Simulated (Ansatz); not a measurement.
**AlPt3 (Pm-3m, No. 221, 4 atoms in the cell; start mp-188)**

These are LDA (Ansatz, a first-principles code, plane waves, PAW) values and carry that method's errors.

Settings: plane-wave cutoff 500 eV, 14×14×14 k mesh, Fermi–Dirac smearing 0.1 eV, scalar-relativistic PAW data made under PBE.

Cell (relaxed at this level):

```
CELL_PARAMETERS angstrom
      3.84980     0.00000     0.00000
      0.00000     3.84980     0.00000
      0.00000     0.00000     3.84980
ATOMIC_POSITIONS crystal
  Al 0.00000 0.00000 0.00000
  Pt 0.00000 0.50000 0.50000
  Pt 0.50000 0.00000 0.50000
  Pt 0.50000 0.50000 0.00000
```

For AlPt3 (Pm-3m, No. 221, 4 atoms in the cell; start mp-188), the band gap is none.

Note: the relaxation could not lower the start's symmetry, so the cell can be a saddle point above a distorted one.

Spin–orbit coupling is not included.

A start named mp-… is a Materials Project structure, which need not be a measured phase.
